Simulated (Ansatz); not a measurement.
Start from SnSe2 in the CdI2 type structure (space group P-3m1, No. 164; layered, stacked along the Cartesian z axis).

```
CELL_PARAMETERS angstrom
      3.84018     0.00000     0.00000
     -1.92009     3.32569     0.00000
      0.00000     0.00000     6.00656
ATOMIC_POSITIONS crystal
  Sn 0.00000 0.00000 0.00000
  Se 0.33333 0.66667 0.26530
  Se 0.66667 0.33333 0.73470
```

Cartesian axes are those of the cell as printed.

The values are results of PBE-D3(BJ), PAW, 420 eV (Ansatz, an electronic-structure program; spin-orbit coupling left out), not measurements.

For the base:

The band gap is 0.36 eV.

The change: the cell is compressed by 2.50 % along z with no lateral relaxation, atoms relaxed at fixed cell.

Question: Predict the new band gap and stress.

Answer: The band gap decreases by 0.18 eV to 0.18 eV; the stress (xx, yy, zz, yz, xz, xy; compression positive) is (0.53, 0.53, 0.88, 0.00, 0.00, 0.00) GPa.

The cells carry an imposed strain or load. No phonon test of stability was made. A zero or small gap of SnSe2 under uniaxial strain ε_zz = −2.50 % can be the functional's error rather than a property of the material.
